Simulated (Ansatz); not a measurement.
The parent structure is Ru in the hcp (Mg type) structure (space group P6_3/mmc, No. 194).

```
Ru
1.0
    2.70456     0.00000     0.00000
   -1.35228     2.34222     0.00000
    0.00000     0.00000     4.26009
Ru
2
Cartesian
  0.00000   1.56148   3.19507
  1.35228   0.78074   1.06502
```

Cartesian axes are those of the cell as printed.

Level of theory: r2SCAN, PAW, 500 eV (Ansatz, a program for electronic structure; no spin-orbit coupling).

Base values:

The shortest interatomic distance is 2.641 Å, the pressure comes out as 0.0 GPa and the band gap is zero.

The change: uniaxial strain ε_xx = −0.66 %, all other strain components held at zero, atoms relaxed at fixed cell.

**Question.** Estimate the effect on the energy relative to the base, shortest interatomic distance, pressure and band gap.

**Answer.** The energy increases by 1.2 meV/atom; the shortest interatomic distance shrinks by 0.004 Å, from 2.641 Å to 2.637 Å; the pressure (mean of the normal stresses, compression positive) goes from zero to 2.2 GPa; the band gap is still zero.

Without a gap, meshes like the base's 20×20×11 leave anisotropic stresses uncertain by several tenths of a GPa, and small strain energies with them. Whether these cells are dynamically stable was not tested. The final runs are not spin-polarised.
